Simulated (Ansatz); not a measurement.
Relaxation of the outer planes of the (100) surface of rock-salt TiC in its 1x1 cell (cut with top plane C + Ti, bottom plane C + Ti), outermost plane spacing 2.17 Å in the ideal cut.

These are PBE (plane waves to 420 eV, PAW; Ansatz, a quantum-chemistry and plane-wave program) values and carry that method's errors.

Set-up: 20 atoms, C10Ti10, 19.5 Å thick at the start; mesh 12x12x1; 0.1 eV smearing; dipole correction on; all atoms relaxed; held to the start's symmetry, so lower structures may exist; no spin, no spin-orbit, no U.

| plane | atoms | bulk spacing to the next (Å) | relaxed spacing (Å) | change (%) | rumpling (Å) |
|---|---|---|---|---|---|
| 1 | C + Ti | 2.167 | 2.150 | -0.8 | 0.11 (C outermost) |
| 2 | C + Ti | 2.167 | 2.159 | -0.3 | 0.03 (C outermost) |
